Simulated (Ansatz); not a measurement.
Results of r²SCAN+rVV10 (Ansatz, an electronic-structure program, plane waves, PAW) for BP (model structure, P6₂22, No. 180, 6 atoms in the cell).

Numerical settings: plane-wave cutoff 560 eV, 18×18×8 k mesh (along the axes of the cell as run), Fermi–Dirac smearing 0.05 eV, scalar-relativistic PAW data made under PBE.

Computed at the level's own relaxed cell.

```
CELL_PARAMETERS angstrom
      3.27275     0.00000     0.00000
     -1.63637     2.83428     0.00000
      0.00000     0.00000     6.99628
ATOMIC_POSITIONS crystal
  B  0.49999 0.00000 0.66667
  B  0.00000 0.49999 0.33333
  B  0.50001 0.50001 0.00000
  P  0.49999 0.00000 0.16667
  P  0.00000 0.49999 0.83333
  P  0.50001 0.50001 0.50000
```

Problem. List the 16 lowest band energies at Γ above −25 eV (eV, relative to the valence band maximum), grouping those that round alike.

Solution. At Γ: -17.51, -14.72 (×2), -6.61 (×2), -4.89, -2.51 (×2), -1.31 (×2), -1.02, 0.00, 2.67 (×2), 3.32 (×2).

Note: the relaxation could raise the start's symmetry but not lower it, so the cell can be a saddle point.

A model structure was made by putting elements into a prototype or built by hand; it is no filed structure, need not be a known phase, and can be a saddle point held by its symmetry.
